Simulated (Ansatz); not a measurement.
We look at the energy of the reaction as written. Reaction: cell B → cell A. The sign is products less reactants.

Cell A: a sheet of composition Nb2, 2 atoms, hexagonal cell of 4.29 Å (15.9 Å²), symmetry P6/mmm, 0.0 Å thick under 16 Å of vacuum, in-plane vectors relaxed; planes from bottom to top: Nb2, all atoms in one plane; a model cell; spin state with PBE: no moments, k-point mesh 18×18×1.
```yaml
crystal:
  lattice:
    - [4.28700, 0.00000, 0.00000]
    - [-2.14350, 3.71265, 0.00000]
    - [0.00000, 0.00000, 16.00000]
  atoms:
    - { symbol: Nb, position: [0.33333, 0.66667, 0.50000] }
    - { symbol: Nb, position: [0.66667, 0.33333, 0.50000] }
```

Cell B: a sheet of composition Nb2, 2 atoms, hexagonal cell of 3.19 Å (8.8 Å²), symmetry P-3m1, 1.8 Å thick under 15 Å of vacuum, in-plane vectors relaxed; planes from bottom to top: Nb × 2; a model cell; spin state with PBE: no moments, k-point mesh 18×18×1.
```yaml
crystal:
  lattice:
    - [3.18711, 0.00000, 0.00000]
    - [-1.59355, 2.76012, 0.00000]
    - [0.00000, 0.00000, 16.92609]
  atoms:
    - { symbol: Nb, position: [0.33333, 0.66667, 0.55371] }
    - { symbol: Nb, position: [0.66667, 0.33333, 0.44629] }
```

All numbers come from Ansatz (a first-principles code), plane waves with PAW, its PAW set soft_1, cutoff 420 eV. The structures are at rest with PBE. Neutral cells; Fermi-Dirac smearing of at most 0.10 eV in the solids, energies taken to zero width. A dispersion term (D3(BJ), or D4 for r2SCAN) was computed beside these levels and is taken off wherever the name lacks it. Nuclei at rest; no vibrational terms. The cells' k-point meshes differ in density, so the last digit is unsettled. Cell A has symmetry P6/mmm and got no random move, so less symmetric positions, which may lie lower, weren't tried. Cell B has symmetry P-3m1 and got no random move, so less symmetric positions, which may lie lower, weren't tried.

**Question.** What value does PBE give?

**Answer.** 4.22 eV, for cell B → cell A.
